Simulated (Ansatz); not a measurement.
Ansatz (a quantum-chemistry and plane-wave program) run on a (001) slab of VAs2 (cut from a parent of space group no. 12; 6 atoms in the cell): self-consistent single point.

Method: PBEsol, default PAW files made with PBE (plane waves; Ansatz).

The change in words: vacuum of 4 angstrom (first run: 14 Å). Reference geometry:
```
VAs2
1.0
    4.78543     0.00000     0.00000
   -1.11726     3.07325     0.00000
    0.00000     0.00000    19.99451
As V
4 2
Direct
  0.62672   0.81336   0.46632
  0.07046   0.53523   0.53369
  0.02785   0.51392   0.35010
  0.66934   0.83467   0.64990
  0.20002   0.10001   0.43729
  0.49717   0.24859   0.56271
```

Reference input (self-consistent single point, DFT, PBEsol, plane waves, default PAW files made with PBE): basis.ecutwfc = 420 eV; kpoints.mp_grid.grid = 6 6 1; hamiltonian.xc = pbesol; hamiltonian.pseudopotentials = {kind: paw} (the program's default PAW files); scf.occupations.method = fermi_dirac; scf.occupations.width = 0.1 eV. This run's input differs from it in these lines:

Ansatz 0.2 input:
```diff
@@ -5,10 +5,10 @@
     - [-1.117261, 3.073252, 0.000000]
-    - [0.000000, 0.000000, 19.994513]
+    - [0.000000, 0.000000, 9.994515]
   atoms:
-    - { symbol: As, position: [0.626725, 0.813362, 0.466318] }
-    - { symbol: As, position: [0.070463, 0.535232, 0.533687] }
-    - { symbol: As, position: [0.027846, 0.513923, 0.350096] }
-    - { symbol: As, position: [0.669342, 0.834671, 0.649904] }
-    - { symbol: V, position: [0.200016, 0.100008, 0.437291] }
-    - { symbol: V, position: [0.497172, 0.248586, 0.562709] }
+    - { symbol: As, position: [0.626725, 0.813362, 0.432618] }
+    - { symbol: As, position: [0.070463, 0.535232, 0.567392] }
+    - { symbol: As, position: [0.027846, 0.513923, 0.200110] }
+    - { symbol: As, position: [0.669342, 0.834671, 0.799890] }
+    - { symbol: V, position: [0.200016, 0.100008, 0.374548] }
+    - { symbol: V, position: [0.497172, 0.248586, 0.625452] }
 basis:
```

Output (repeated stretches shortened):

```
SCF iter   1: F=—  HF=-25022.197718 eV  |F-HF|=—  |Δ(HF+E_count)|=         —  Δρ=5.84e-3  dr2=4.05e-2  ethr=1.77e-3  ⟨swp⟩=6.7  Hψ=2358  notcnv=0
all-band conjugate gradients solve this SCF's bands
preconditioner: auto → LDOS
SCF iter   2: F=—  HF=-25022.196789 eV  |F-HF|=—  |Δ(HF+E_count)|=   9.28e-4  Δρ=2.63e-3  dr2=1.04e-2  ethr=4.71e-5  ⟨swp⟩=2.0  Hψ=1438  notcnv=0
SCF iter   3: F=—  HF=-25022.194217 eV  |F-HF|=—  |Δ(HF+E_count)|=   2.57e-3  Δρ=7.35e-4  dr2=1.18e-3  ethr=1.20e-5  ⟨swp⟩=2.0  Hψ=1216  notcnv=0
SCF iter   4: F=—  HF=-25022.193995 eV  |F-HF|=—  |Δ(HF+E_count)|=   2.22e-4  Δρ=2.24e-4  dr2=1.08e-4  ethr=1.37e-6  ⟨swp⟩=2.2  Hψ=1168  notcnv=0
SCF iter   5: F=—  HF=-25022.193990 eV  |F-HF|=—  |Δ(HF+E_count)|=   4.75e-6  Δρ=6.80e-5  dr2=1.16e-5  ethr=1.25e-7  ⟨swp⟩=2.0  Hψ=871  notcnv=0
SCF iter   6: F=—  HF=-25022.193974 eV  |F-HF|=—  |Δ(HF+E_count)|=   1.60e-5  Δρ=2.47e-5  dr2=1.93e-6  ethr=1.35e-8  ⟨swp⟩=2.0  Hψ=1148  notcnv=0
SCF iter   7: F=-25022.193974 eV  HF=-25022.193974 eV  |F-HF|=4.46e-8  |Δ(HF+E_count)|=   2.44e-7  Δρ=5.76e-6  dr2=5.71e-8  ethr=1.16e-10  ⟨swp⟩=3.5  Hψ=3121  notcnv=0
SCF 1 converged in 7 iterations: F = -25022.193974 eV  dr2 = 5.71e-8
Free energy (F): -25022.193974 eV
Internal energy: -25022.011393 eV  (E = F + TS)
E sigma→0 (E₀):  -25022.102683 eV
Entropy (-TS):   -0.182581 eV (-30.430 meV/atom)
Fermi energy:    7.476980 eV
--- Forces (eV/Å), atoms counted from 1 ---
  atom   1  As     0.34878768     0.12679953    -0.42042229
  atom   2  As    -0.34878768    -0.12679953     0.42042229
  atom   3  As     0.02360201     0.00858036     0.68737018
  atom   4  As    -0.02360201    -0.00858036    -0.68737018
  atom   5  V     -0.29894876    -0.10868091    -0.38000676
  atom   6  V      0.29894876     0.10868091     0.38000676
--- Stress (GPa, compression-positive) ---
       -5.933941       1.338278      -0.292839
        1.338278      -9.128622      -0.106460
       -0.292838      -0.106459      -4.003355
  P = ⅓ Tr σ = -6.3553 GPa (-63.553 kbar)
  The stress holds the Pulay correction. Without it, at fixed plane waves, as pw.x and ABINIT print it: P = -6.3795 GPa
```

The run converged in 7 iterations. Against the reference run the free energy falls by 13.7 meV/atom and the largest force goes from 0.777 to 0.688 eV/Å.

The starting cell comes from a database of computed structures (which also holds hypothetical and non-ambient phases and stackings), without a prior relaxation at this level. The slab is cut from that crystal, and its faces are unrelaxed. Its lattice was rescaled by up to half a per cent. Spin polarisation is off, so a magnetic state, if there is one, cannot be reached.
